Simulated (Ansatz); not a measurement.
We consider MgIn₂O₄ (model structure, started from the defect chalcopyrite type, I-4, No. 82, 7 atoms in the cell), described by PBEsol (Ansatz, a first-principles code, PAW).

Settings: plane-wave cutoff 520 eV, 10×10×10 k mesh, Fermi–Dirac smearing 0.01 eV, scalar-relativistic PAW data made under PBE.

Cell (relaxed at this level):

Space group I-4 (No. 82); a = b = 4.7712 Å, c = 9.8939 Å, α = β = γ = 90.00°

```csv
atom,site,symmetry,x,y,z
In,2b,-4..,0.0000,0.0000,0.5000
In,2d,-4..,0.5000,0.0000,0.2500
Mg,2a,-4..,0.0000,0.0000,0.0000
O,8g,1,0.2818,0.2345,0.3891
```
(The calculation used a cell of 7 atoms; values per cell refer to that cell.)

Task: Give the computed band gap and bulk modulus.

Result: 
band gap: 1.40 eV (on the SCF k mesh)
bulk modulus: 66.7 GPa

Note: the bulk modulus is −V dP/dV from two relaxed cells at ±2 % in volume; the relaxation could raise the start's symmetry but not lower it, so the cell can be a saddle point.

Spin–orbit coupling is not included.

The computed numbers hold no vibrational or temperature effects.

A model structure was made by putting elements into a prototype or built by hand; it is no filed structure, need not be a known phase, and can be a saddle point held by its symmetry.
